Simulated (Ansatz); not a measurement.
Structures of equal composition on the (000-1) surface of wurtzite GaN (N plane on top): 2x2 Ga adatom at H3; 2x2 Ga adatom at T1; 2x2 Ga adatom at T4. The slabs share one bottom face, and each structure is named by its start. These are constructed structures in small cells; real faces may alloy, dewet or reconstruct in larger ones, and not all known structures of the face are among them. Slabs of about 14 Å with all that they carry, Fermi-Dirac smearing of 0.025 eV. Bottom of the slabs: H caps. Relaxed from the named starts with such symmetry as they have, on meshes of like density; energies extrapolated to zero smearing; no spin-orbit coupling, no U. Spin-polarised runs, if any, are marked in brackets, and their order is one that fits the cell; the others ran without spin. Where a second, spin-polarised start was run, the lower counts.

Host crystal: wurtzite GaN, with a band gap (PBE, scalar-relativistic without spin-orbit coupling).

Calculation: r2SCAN, at the PBE geometry (plane waves to 500 eV, PAW; Ansatz, a first-principles code).

Question: Rank these by energy per 1x1 cell (lowest first), as r2SCAN, at the PBE geometry gives it.

Answer: 2x2 Ga adatom at H3 (0.000 eV, gap 0.79 eV on the mesh), 2x2 Ga adatom at T4 (0.266 eV (3 Ga–N bonds formed), gap 0.42 eV on the mesh), 2x2 Ga adatom at T1 (0.467 eV, no gap over 0.04 eV on the mesh)
